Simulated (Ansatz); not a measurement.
Take BN in the zinc blende structure (space group F-43m, No. 216; a = 3.6057 Å) as the base. Axes: x, y, z lie along the cube axes.

The change: the cell is compressed by 5.48 % along z with no lateral relaxation, atoms relaxed at fixed cell.

Levels (all Ansatz, a first-principles code, PAW): PBEsol (420 eV, spin-orbit coupling left out); PBEsol+SOC (420 eV, noncollinear with spin-orbit coupling).

The geometry is relaxed with PBEsol.

- PBEsol electron mass = 0.77 mₑ along k, 0.30 mₑ across (at M)
- PBEsol valence-band top at Γ = 0.00, -0.53, -0.53 eV
- PBEsol hole mass = 0.55 mₑ along z, 0.48 mₑ across (at Γ)
- PBEsol pressure = 23.97 GPa

How does going to PBEsol+SOC change the electron mass, valence-band top at Γ, hole mass and pressure?

The electron mass changes from 0.77 mₑ along k, 0.30 mₑ across (at M) to 0.78 mₑ along k, 0.30 mₑ across (at M); the valence-band top at Γ (three highest Kramers pairs, from the VBM) becomes 0.00, -0.52, -0.54 eV (PBEsol: 0.00, -0.53, -0.53 eV); the hole mass is still 0.55 mₑ along z, 0.48 mₑ across (at Γ); the pressure remains 23.97 GPa.

Single points use the geometry relaxed with PBEsol. The spin-orbit shifts are approximate. The levels and masses belong to the bands next to the band gap. The cells carry an imposed strain or load. Masses are band curvatures over ±0.01 Å⁻¹ around the edge. Along k means along the line from Γ to the band edge. Whether these cells are dynamically stable was not tested.
